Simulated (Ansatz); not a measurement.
## Response to strain in Ba

Base system: Ba in the bcc (W type) structure (space group Im-3m, No. 229; a = 4.882 Å; relaxed with 0.1 eV smearing). Axes: x, y, z lie along the cube axes.

Strains are applied to the cell and any free atomic positions relax; under biaxial strain the out-of-plane vector relaxes too.

Level of theory: PBEsol (Ansatz, a first-principles code; PAW; 420 eV plane waves; no spin-orbit coupling).

Candidates:
(a) biaxial strain −2.00 %, plane normal [001], relaxed out of plane
(b) biaxial strain +1.50 %, plane normal [001], relaxed out of plane
(c) biaxial strain +3.00 %, plane normal [001], relaxed out of plane
(d) biaxial strain +2.00 %, plane normal [001], relaxed out of plane

Q: Order them by out-of-plane strain, highest first.

A: (a) biaxial strain −2.00 %, plane normal [001], relaxed out of plane (+2.71 %), (b) biaxial strain +1.50 %, plane normal [001], relaxed out of plane (-1.61 %), (d) biaxial strain +2.00 %, plane normal [001], relaxed out of plane (-2.13 %), (c) biaxial strain +3.00 %, plane normal [001], relaxed out of plane (-3.04 %)

No phonon test of stability was made.
